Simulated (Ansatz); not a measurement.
Take BeS in the zinc blende structure (space group F-43m, No. 216) as the base.

```yaml
crystal:
  lattice:
    - [0.00000, 2.43431, 2.43431]
    - [2.43431, 0.00000, 2.43431]
    - [2.43431, 2.43431, 0.00000]
  atoms:
    - { symbol: Be, position: [0.00000, 0.00000, 0.00000] }
    - { symbol: S, position: [0.25000, 0.25000, 0.25000] }
```

Cartesian axes are those of the cell as printed.

Method: r2SCAN, PAW, 500 eV (Ansatz, a quantum-chemistry and plane-wave program; spin-orbit coupling left out).

Strains are applied to the cell and any free atomic positions relax; under biaxial strain the out-of-plane vector relaxes too.

One change was made to it. Results:

The valence-band top at Γ (three highest levels, from the VBM) becomes 0.00, 0.00, -0.27 eV (base: 0.00, 0.00, 0.00 eV); the energy goes up by 11 meV/atom; the valley order (the lowest conduction-band minima on the path, energy above the VBM, named in the base's zone) changes from X along ⟨100⟩ 3.59 eV to X along [010] 3.31 eV; X along [001] 3.69 eV.

Problem. Which change produced these results?
(A) biaxial strain −2.50 %, plane normal [001], relaxed out of plane
(B) biaxial strain −1.50 %, plane normal [001], relaxed out of plane
(C) biaxial strain −3.00 %, plane normal [001], relaxed out of plane

Solution. A, biaxial strain −2.50 %, plane normal [001], relaxed out of plane. For comparison, the valley order in the other runs: biaxial strain −3.00 %, plane normal [001], relaxed out of plane gives X along [010] 3.25 eV; X along [001] 3.71 eV; biaxial strain −1.50 %, plane normal [001], relaxed out of plane gives X along [010] 3.42 eV; X along [001] 3.64 eV.

The levels and masses belong to the bands next to the band gap. Whether these cells are dynamically stable was not tested.
